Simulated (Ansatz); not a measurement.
## Formation energy of O_i in Zr (hcp, P6₃/mmc): levels of theory

Consider the formation energy of O_i in Zr (hcp, P6₃/mmc). Reaction: 1/2 ZrO2 (P2₁/c) + 71/2 Zr (hcp) → cell A.

A: a supercell of 36 sites of Zr (hcp, P6₃/mmc) with O off the lattice sites (6 Zr at 2.27 Å); spin state with PBE: run without spin.

Method: Ansatz (a first-principles code), PAW, neutral cells at 0 K with nuclei at rest, on structures from PBE. Ansatz runs with its default PAW set. Other levels take these structures. The lattices are those relaxed with PBE, so at other levels the solids can be strained, which adds to the spread. Larger cells are relaxed from a start prepared with the learned potential CHGNet, on a coarser mesh till forces fall under 0.03 eV/Å, which some starts already meet. A dispersion term (D3(BJ), or D4 for r2SCAN) was computed beside these levels and is taken off wherever the name lacks it. Mesh and cell size may move defect energies by 0.1 eV or more. Cell A has symmetry P-3m1 and got no random move, so less symmetric positions, which may lie lower, weren't tried.

```tsv
Level	value (eV)
PBE	-0.34
PBE+D3(BJ)	[?]
LDA	-0.70
PBEsol	-0.58
RPBE	-0.20
r2SCAN+D4	[?]
```

**Question.** Fill in the missing entries.

**Answer.** 
- PBE+D3(BJ), value (eV): -0.48
- r2SCAN+D4, value (eV): -0.41

The levels span 0.50 eV, from LDA (-0.70) to RPBE (-0.20).

Rough cost of one single point on cell A, against PBEsol's on the same shared machine and with each level's own mesh and cutoff: r2SCAN about 2 times.
